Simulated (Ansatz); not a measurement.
Consider InAs in the zinc blende structure (space group F-43m, No. 216; a = 6.108 Å).

All numbers come from plane-wave PAW DFT at the r2SCAN level (Ansatz, a quantum-chemistry and plane-wave program, 500 eV), no spin-orbit coupling, earlier PAW set.

For the base:

The band gap comes out as 0.08 eV and the pressure comes out as 0.0 GPa.

Now apply this change: every lattice vector is stretched by 2.79 %; the atoms relax in the strained cell.

Question: What happens to the energy relative to the base, band gap and pressure?

Answer: The energy goes up by 32 meV/atom; the band gap becomes zero (base: 0.08 eV); the pressure goes from zero to -3.9 GPa.

The mesh was chosen for an insulator and is coarse for the gapless case. Whether these cells are dynamically stable was not tested. The final runs are not spin-polarised. The zero or small gap of InAs can change with the level of theory.
